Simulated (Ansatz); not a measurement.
Defect migration in rock-salt LiF with all lengths changed by -1 %: interstitial H, charge state +1. The step: several atoms move together, H the farthest; the atom moves 1.42 Å along (0.00, -0.25, -0.25) of the unit cell; the moving atom starts with neighbours 2 F at 1.15; 2 Li at 1.82 Å and ends with 2 F at 1.15; 2 Li at 1.82 Å. DFT values are from Ansatz (plane-wave PAW, 420 eV unless said) in a cell of 64 host sites, spin-restricted, static, with no finite-size correction. The charge state is imposed; whether it is stable for some Fermi level was not computed. Sites that were not tried may lie lower. For the PBE band: the saddle point's order was not checked, and it lies on a symmetry element of the cell, where a band can be held.

```csv
Level,Forward barrier (eV),Cost of the band or of the saddle's single point
"CHGNet universal potential (has no charge state), its own band",0.25,-
"PBE, a 2×2×2 k-point mesh shifted by half a step, band relaxed",0.30,roughly 30 core-minutes
```

Ansatz is an electronic-structure program.
